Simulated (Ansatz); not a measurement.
**CoCuTe$_{2}$ (space group R-3m, No. 166; non-magnetic; a hypothetical phase, not in the database extracts checked)**

Space group R-3m, hexagonal axes (No. 166); a = b = 3.704 Å, c = 18.628 Å, α = β = 90.00°, γ = 120.00°

| atom | site | symmetry | x | y | z |
|---|---|---|---|---|---|
| Co | 3a | -3m | 0.0000 | 0.0000 | 0.0000 |
| Cu | 3b | -3m | 0.0000 | 0.0000 | 0.5000 |
| Te | 6c | 3m | 0.0000 | 0.0000 | 0.2582 |
(The calculation used a cell of 4 atoms; values per cell refer to that cell.)

All numbers come from PBEsol/PAW in Ansatz (a program for electronic structure), without spin-orbit coupling. Γ-centred 15×15×15 mesh, Fermi–Dirac width 0.05 eV.

The volume per atom comes out as 18.45 Å³ and the density is 8.50 g/cm³. The band gap is zero and the total energy is -6371.171 eV/atom (σ→0; compares only within this code and set-up).

Whether these cells are dynamically stable was not tested. Starting moments died away, wholly or in part, for the base; another magnetic solution may exist. The final runs are not spin-polarised.
